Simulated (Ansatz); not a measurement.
**Effect of pressure 45 GPa on SnO2**

The reference is SnO2 in the rutile structure (space group P4_2/mnm, No. 136; a = 4.828 Å, c = 3.238 Å).

One thing is altered: a hydrostatic pressure of 45 GPa.

Method: Kohn–Sham DFT with the PBE functional, run in Ansatz (an electronic-structure program) with PAW and 420 eV plane waves, scalar-relativistic without spin-orbit coupling, earlier PAW set. k-mesh 7×7×10 (Γ-centred); smearing 0.05 eV (Fermi–Dirac).

```json
[
 {"quantity": "volume per atom", "base": "12.58 Å³", "changed": "10.58 Å³", "shift": "-2.00 Å³"},
 {"quantity": "density", "base": "6.63 g/cm³", "changed": "7.88 g/cm³", "shift": "+1.25 g/cm³"},
 {"quantity": "lattice parameter a", "base": "4.828 Å", "changed": "4.499 Å", "shift": "-0.3283 Å"},
 {"quantity": "c/a ratio", "base": "0.671", "changed": "0.697", "shift": "+0.026"},
 {"quantity": "shortest interatomic distance", "base": "2.089 Å", "changed": "1.943 Å", "shift": "-0.146 Å"},
 {"quantity": "enthalpy H = E + PV relative to the base's energy", "base": "–", "changed": "+3.21 eV/atom", "shift": "–"},
 {"quantity": "band gap", "base": "0.68 eV", "changed": "2.65 eV", "shift": "+1.964 eV"},
 {"quantity": "gap character", "base": "direct at Γ", "changed": "direct at Γ", "shift": "–"},
 {"quantity": "width of the top valence band", "base": "1.18 eV", "changed": "1.40 eV", "shift": "+0.22 eV"},
 {"quantity": "electron mass", "base": "0.16 mₑ along c, 0.17 mₑ across (at Γ)", "changed": "0.24 mₑ along c, 0.27 mₑ across (at Γ)", "shift": "–"},
 {"quantity": "hole mass", "base": "–", "changed": "1.4 mₑ along c, 1.2 mₑ across (at Γ)", "shift": "–"},
 {"quantity": "valence-band top at Γ (three highest levels, from the VBM)", "base": "0.00, -0.73, -0.73 eV", "changed": "0.00, -0.82, -0.82 eV", "shift": "–"}
]
```

Final structure:

```yaml
crystal:
  lattice:
    - [4.49929, 0.00000, 0.00000]
    - [0.00000, 4.49929, 0.00000]
    - [0.00000, 0.00000, 3.13630]
  atoms:
    - { symbol: Sn, position: [0.00000, 0.00000, 0.00000] }
    - { symbol: Sn, position: [0.50000, 0.50000, 0.50000] }
    - { symbol: O, position: [0.30537, 0.30537, 0.00000] }
    - { symbol: O, position: [0.80537, 0.19463, 0.50000] }
    - { symbol: O, position: [0.19463, 0.80537, 0.50000] }
    - { symbol: O, position: [0.69463, 0.69463, 0.00000] }
```

Load acts through the strain it causes; cell and atoms are relaxed under it. Masses are band curvatures over ±0.01 Å⁻¹ around the edge. Stability against distortions was not tested. Competing high-pressure phases were not computed.
